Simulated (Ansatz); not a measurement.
The parent structure is Cs₂O in the anti-CdI2 type structure (space group P-3m1, No. 164; a = 4.1695 Å, c = 6.8201 Å; a hypothetical phase, not in the database extracts checked). Axes: x lies along a and z along c of the hexagonal cell.

Computed with PBE-D3(BJ) (Ansatz, a first-principles code), no spin-orbit coupling.

Base values:

| Property | Result |
|---|---|
| Band gap | 0.95 eV |
| Electron mass | 0.41 mₑ along c, 0.34 mₑ across (at Γ) |
| Width of the top valence band | 0.57 eV |

Perturbation: biaxial strain +3.43 %, plane normal [001], relaxed out of plane (Cartesian); in-plane vectors clamped, the third vector and the atoms free.

**Question.** What happens to the band gap?

**Answer.** The band gap falls by 0.118 eV, from 0.95 eV to 0.84 eV.

**Question.** How does this affect the electron mass?

**Answer.** The electron mass changes from 0.41 mₑ along c, 0.34 mₑ across (at Γ) to 0.41 mₑ out of plane, 0.34 mₑ in plane (at Γ).

**Question.** Estimate the effect on the width of the top valence band.

**Answer.** The width of the top valence band goes up by 0.06 eV to 0.63 eV.

Effective masses come from finite differences of ±0.01 Å⁻¹. Stability against distortions was not tested.
